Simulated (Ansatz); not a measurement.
CaC6 (R-3m, No. 166, 7 atoms in the cell), treated with PBE-D3(BJ) in Ansatz (PAW).

Run with plane-wave cutoff 520 eV, 16×16×16 k mesh, Fermi–Dirac smearing 0.05 eV, scalar-relativistic PAW data made under PBE.

Cell (relaxed at this level):

Space group R-3m, hexagonal axes (No. 166); a = b = 4.3324 Å, c = 13.2818 Å, α = β = 90.00°, γ = 120.00°

| atom | site | symmetry | x | y | z |
|---|---|---|---|---|---|
| Ca | 3a | -3m | 0.0000 | 0.0000 | 0.0000 |
| C | 18g | .2 | 0.3332 | 0.3332 | 0.5000 |
(The calculation used a cell of 7 atoms; values per cell refer to that cell.)

Q: Give the computed bulk modulus B0.

A: 
* **bulk modulus B0**: 112 GPa

The run finds no gap.

Note: the relaxation could not lower the start's symmetry, so the cell can be a saddle point above a distorted one; the bulk modulus comes from volumes at which shape and atoms were relaxed.

The computed numbers hold no vibrational or temperature effects.

Cost on a shared machine: around 17 core-minutes (rough).

Ansatz is a quantum-chemistry and plane-wave program.
